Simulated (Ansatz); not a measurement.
Consider the following.

```yaml
crystal:
  lattice:
    - [-1.97736, 1.97736, 8.39405]
    - [1.97736, -1.97736, 8.39405]
    - [1.97736, 1.97736, -8.39405]
  atoms:
    - { symbol: As, position: [0.08518, 0.58518, 0.50000] }
    - { symbol: As, position: [0.41482, 0.91482, 0.50000] }
    - { symbol: P, position: [0.75000, 0.25000, 0.50000] }
    - { symbol: Ga, position: [0.82952, 0.82952, 0.00000] }
    - { symbol: Ga, position: [0.17048, 0.17048, 0.00000] }
    - { symbol: Ga, position: [0.50000, 0.50000, 0.00000] }
```

No spin polarisation.

Computed with r2SCAN (Ansatz, a quantum-chemistry and plane-wave program, PAW, spin-orbit coupling left out). Settings: 12×12×12 k-points, 0.05 eV Fermi–Dirac smearing.

**Question.** What is the computed electron mass?

**Answer.** 0.077 mₑ (at Γ).

**Question.** Estimate the band gap.

**Answer.** 1.37 eV.

These are small ordered cells, not random alloys; other orderings at the same x differ. Effective masses come from finite differences of ±0.01 Å⁻¹. No phonon test of stability was made. The cell was made from GaAs by this change: x(P) = 0.333, 6 atoms, I-4m2.
